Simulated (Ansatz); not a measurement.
Substrate model: Si(111) 1x1 surface, 6 top atoms, 3 bilayers, bottom bilayer H-capped and fixed, every top atom capped by Cl; cell 11.5 x 6.6 Å; about 7 Å thick over the host's atoms, 18 atoms held. These are PBE-D3(BJ) (plane waves to 420 eV, PAW; Ansatz, a first-principles code) values and carry that method's errors. Sampling: 1x2x1 k points. The slab states were run without spin polarisation. A thicker slab, a larger cell or a denser mesh can move such energies by a tenth of an eV or more. No zero-point or entropy terms are included. Each state was relaxed from one prepared geometry.

End state of this step: SiH4 swaps its H for the surface Cl. Atoms near the product:

| atom | x (Å) | y (Å) | z (Å) |
|---|---|---|---|
| Cl(15) | 1.984 | 3.352 | 11.584 |
| Cl(30) | 3.873 | 0.023 | 11.572 |
| Cl(31) | 5.888 | 4.235 | 13.822 |
| Cl(46) | 7.638 | 0.039 | 11.572 |
| Si(a0) | 5.170 | 2.393 | 14.447 |
| H(a1) | 5.752 | 3.354 | 11.042 |
| H(a2) | 3.733 | 2.300 | 14.065 |
| H(a3) | 5.967 | 1.332 | 13.775 |
| H(a4) | 5.325 | 2.316 | 15.927 |

**Question.** What energy does it take to move SiH3Cl into the gas, one a cell, with the surface relaxed behind it, and what are its closest contacts before it leaves?

**Answer.** 0.28 eV. Its closest contacts to the rest of the cell: Cl(31)...H(a1) 2.92 Å, H(a3)...Cl(46) 3.05 Å, H(a2)...Cl(15) 3.21 Å.
